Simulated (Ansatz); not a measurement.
**Ansatz (an electronic-structure program) run on Re (P6_3/mmc, 2 atoms in the cell): self-consistent single point**

Computed with PBE (plane waves, PAW; Ansatz).

The input file:

Ansatz 0.2 input:
```yaml
# Re
crystal:
  lattice:
    - [1.391178, -2.409591, 0.000000]
    - [1.391178, 2.409591, 0.000000]
    - [0.000000, 0.000000, 4.496126]
  atoms:
    - { symbol: Re, position: [0.333333, 0.666667, 0.250000] }
    - { symbol: Re, position: [0.666667, 0.333333, 0.750000] }
kpoints:
  mp_grid: { grid: [14, 14, 7] }
hamiltonian:
  xc: pbe
  pseudopotentials: { kind: paw }
scf:
  occupations: { method: gaussian, width: 0.1 }
output:
  forces: true
  eigenvalues: true
  stress: true
```

The program printed (abridged):

```
WARN the atoms were moved onto the symmetric positions of the space group found under crystal.symmetry.tolerance 1.0e-5 (fractional …
WARN basis.ecutwfc = 420 eV, the default
WARN ansatz: RAYON_NUM_THREADS=1 ignored (pool sized by the plan → 1); use --threads N
Pseudopotentials: kind: paw
Pseudopotential: Re, paw, valence charge 15
Crystal: 2 atoms, lattice volume = 30.144 Å³
Basis set: ecut = 420 eV, 591 PW (Γ), exchange–correlation on 40×40×64 points (8 copies of the dense FFT grid, shifted against one another)
Bands: 19, of which v1, the nominal top of the filled ones, is band 15 counted from 1 (14 counted from 0)
Symmetry: 24 space group operations
Space group: P63/mmc (ITA 194), of the structure as read, at distance tolerance 3.1e-5 Å
k-points: 96 of 1372
Initial density: superposition of atomic densities (neutral atoms: chi_scale 0, normalization atom), corrected by the library's trained network
Initial wavefunctions: pseudopotential atomic-orbital guess
Eigensolver: davidson
Functional: x = pbe(κ = 0.804, μ = 0.2195149727645171), c = pbe(β = 0.06672455060314922)
SCF iter   1: F=—  HF=-21736.154259 eV  |F-HF|=—  |Δ(HF+E_count)|=         —  Δρ=7.67e-3  dr2=6.04e-3  ethr=1.77e-3  ⟨swp⟩=5.1  Hψ=7982  notcnv=0
all-band conjugate gradients solve this SCF's bands
preconditioner: auto → none
SCF iter   2: F=—  HF=-21736.157042 eV  |F-HF|=—  |Δ(HF+E_count)|=   2.78e-3  Δρ=4.59e-3  dr2=2.28e-3  ethr=2.01e-5  ⟨swp⟩=1.5  Hψ=2849  notcnv=0
SCF iter   3: F=—  HF=-21736.158197 eV  |F-HF|=—  |Δ(HF+E_count)|=   1.16e-3  Δρ=2.60e-4  dr2=7.23e-6  ethr=7.60e-6  ⟨swp⟩=2.5  Hψ=2466  notcnv=0
SCF iter   4: F=—  HF=-21736.158212 eV  |F-HF|=—  |Δ(HF+E_count)|=   1.54e-5  Δρ=6.30e-5  dr2=6.15e-7  ethr=2.41e-8  ⟨swp⟩=2.0  Hψ=3067  notcnv=0
iter 5 did not close the SCF: its close was put off for the readings that it lacked (scf_convergence_deferred on its scf_iter line)
SCF iter   5: F=-21736.158212 eV  HF=-21736.158212 eV  |F-HF|=4.28e-9  |Δ(HF+E_count)|=   2.95e-8  Δρ=1.11e-5  dr2=2.03e-8  ethr=2.05e-9  ⟨swp⟩=2.8  Hψ=3263  notcnv=0
SCF iter   6: F=-21736.158212 eV  HF=-21736.158212 eV  |F-HF|=1.27e-10  |Δ(HF+E_count)|=  6.33e-10  Δρ=3.03e-6  dr2=8.29e-10  ethr=6.77e-11  ⟨swp⟩=2.0  Hψ=5753  notcnv=0
SCF 1 converged in 6 iterations: F = -21736.158212 eV  dr2 = 8.29e-10
SCF converged after 6 iterations
Free energy (F): -21736.158212 eV
Harris-Foulkes:  -21736.158212 eV  (|F-HF|=1.27e-10)
Internal energy: -21736.151035 eV  (E = F + TS)
E sigma→0 (E₀):  -21736.154623 eV
Entropy (-TS):   -0.007178 eV (-3.589 meV/atom)
Fermi energy:    23.282314 eV
--- Per-component energies (eV) ---
  E_band       = -162.063057
  E_kinetic    = 1080.065669
  E_local      = -1554.565433  (includes V_loc(G=0)·N_el)
  E_nonlocal   = 96.816943
  E_hartree    = 554.827223
  E_xc         = -807.375858
  E_vxc        = -607.399627  (∫ρ·V_xc dr)
  E_paw        = -17317.775126  (= ΣΔE_a)
  E_vpaw       = -286.634815  (= ΣTr[D̂ρ^β])
  E_aug_tail   = -0.000150  (compensation charges beyond the density's cutoff)
  E_ewald      = -3788.144304
  E_smearing   = -0.007178  (= −TS)
  E_closure    = 0.000000  (closes the sum)
  Σ components = -21736.158212   (vs F -21736.158212, Δ=0.00e0)
--- Forces (eV/Å), atoms counted from 1 ---
  atom   1  Re    -0.00000000     0.00000000     0.00000000
  atom   2  Re     0.00000000    -0.00000000     0.00000000
  max |Σ_I F_I| component: 1.85e-17 eV/Å
--- Stress (GPa, compression-positive) ---
       -2.716106       0.000000       0.000000
        0.000000      -2.716106       0.000000
        0.000000       0.000000      -2.946858
  P = ⅓ Tr σ = -2.7930 GPa (-27.930 kbar)
  The stress holds the Pulay correction. Without it, at fixed plane waves, as pw.x and ABINIT print it: P = -2.9574 GPa
--- Band table (eV; the first three rows and the last of 96) ---
  k-point 0: bands = ["-56.4733", "-56.3630", "-18.9317", "-17.9578", "-17.9578", "-17.7956", "-17.7956", "-17.7783", "13.6224", "16.8678", "21.7998", "21.8108", "21.8108", "22.6158", "22.6158", "23.5220", "23.5220", "23.8751", "26.5916"]
  k-point 1: bands = ["-56.4679", "-56.3685", "-18.8779", "-17.9498", "-17.9498", "-17.8392", "-17.8038", "-17.8038", "13.8599", "16.8725", "21.6607", "21.7044", "21.7044", "22.4718", "22.4718", "23.2282", "23.8435", "23.8435", "26.6105"]
  k-point 2: bands = ["-56.4527", "-56.3839", "-18.7256", "-18.0073", "-17.9275", "-17.9275", "-17.8265", "-17.8265", "14.5269", "16.7857", "21.3242", "21.5773", "21.5773", "21.9916", "22.1430", "22.1430", "24.5754", "24.5754", "26.5248"]
  k-point 95: bands = ["-56.3444", "-56.3424", "-18.7110", "-18.6967", "-18.4725", "-18.3989", "-18.0061", "-17.9896", "18.6679", "18.8877", "19.6989", "19.8870", "21.1565", "21.2652", "23.2541", "23.7508", "26.5461", "26.7345", "31.6901"]
```

The run converged in 6 iterations.

The starting cell has typed, rounded lattice constants, without a prior relaxation at this level. Its lattice was rescaled by a random factor within 2.5 % of one. Spin-orbit coupling is off. Spin polarisation is off. Ansatz's pressure includes its estimate of the finite-basis (Pulay) stress.
